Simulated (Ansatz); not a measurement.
Consider WSi2 (space group I4/mmm, No. 139; a = 3.229 Å, c = 7.870 Å; relaxed with 0.1 eV smearing). Axes: x, y, z lie along a, b, c of the conventional cell.

All numbers come from PBE in Ansatz (plane waves to 420 eV, PAW, no spin-orbit coupling).

Now apply this change: every lattice vector is stretched by 1.50 %, atoms relaxed at fixed cell.

Q: Predict the stress tensor and what it implies for the stiffness.

A: Stress of the strained cell less that of the base (GPa, compression positive):
```
   -8.5     0.0     0.0
    0.0    -8.5     0.0
    0.0     0.0    -9.5
```

Then B = −ΔP/(ΔV/V₀) with ΔV/V₀ = 0.0457 gives secant stiffness values (nonlinear terms included at this strain): B (at held cell shape, above the free-shape value) ≈ 193 GPa.

As a check, the harmonic strain energy −½ V₀ Δσ:ε is 17 meV/atom; the computed energy rise is 18 meV/atom.

Stability against distortions was not tested. The final runs are not spin-polarised.

Ansatz is a program for electronic structure.
